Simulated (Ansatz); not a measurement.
A working Ansatz (a first-principles code) input for Li (Im-3m, 1 atom in the cell) (DFT, PBE, plane waves, default PAW files):

Ansatz 0.2 input:
```yaml
# Li
crystal:
  lattice:
    - [-1.713292, 1.713292, 1.713292]
    - [1.713292, -1.713292, 1.713292]
    - [1.713292, 1.713292, -1.713292]
  atoms:
    - { symbol: Li, position: [0.000000, 0.000000, 0.000000] }
basis:
  ecutwfc: 420.0 eV
kpoints:
  mp_grid: { grid: [11, 11, 11] }
hamiltonian:
  xc: pbe
  pseudopotentials: { kind: paw }
scf:
  occupations: { method: cold, width: 0.1 eV }
output:
  forces: true
  eigenvalues: true
  stress: true
```

The run converged in 3 iterations: free energy E − TS (on the zero of these files) -204.6896 eV; Fermi level (on the code's own zero) 1.06 eV; pressure 0.09 GPa. Each of these slips is then made, one at a time:

(1)
```diff
+  max_iter: 40
+  convergence: { dr2_threshold: 1.0e-22 eV }
```

(2)
```diff
-  mp_grid: { grid: [11, 11, 11] }
+  mp_grid: { grid: [1, 1, 1] }
```

How does each altered input end?


(1) A threshold far tighter than needed, beside a limit on iterations. The run converged in 10 iterations, and against the sound input the free energy is nearly the same (within 1 meV/atom) and the pressure stays at 0.09 GPa. It cost iterations: the sound input took 3.

(2) A single k-point for a small metallic cell. The run converged in 5 iterations without an error; against the sound input the free energy goes down by 2.26 eV/atom and the pressure goes from 0.09 to -7.66 GPa.

The starting cell comes from a database of computed structures (which also holds hypothetical and non-ambient phases and stackings), without a prior relaxation at this level. Its lattice was rescaled by a random factor within 2.5 % of one. Ansatz's pressure includes its estimate of the finite-basis (Pulay) stress.

Left out of this page: 2 runs of the series outside the window shown, repeating another row's setting, or not comparable; 1 run of the series on a method kept out of this collection.
